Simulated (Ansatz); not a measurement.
```xyz
4
Lattice="4.1243 0.0000 0.0000 -2.0621 3.5717 0.0000 0.0000 0.0000 6.7092" Properties=species:S:1:pos:R:3 pbc="T T T"
Cd     2.0621     1.1906     3.3559
Cd     0.0000     2.3811     0.0013
S      2.0621     1.1906     5.8826
S      0.0000     2.3811     2.5280
```

Calculation: PBEsol with spin-orbit coupling, rigid bands (plane waves, PAW; Ansatz, an electronic-structure program). Condition of this run: spin-orbit coupling switched on. Cell: cell and atoms relaxed with PBEsol.

Q: Predict the electron conductivity mass (n e² τ/σ) at 300 K, by direction if it differs.

A: 0.136 (x), 0.136 (y), 0.127 (z) mₑ.

Q: Predict the hole conductivity mass (n e² τ/σ) at 300 K, by direction if it differs.

A: 1.17 (x), 1.17 (y), 1.51 (z) mₑ.

Q: And the band gap?

A: 1.08 eV at this level; semilocal functionals usually fall short of the measured gap.

Rigid bands, one relaxation time for all states, no polarons.
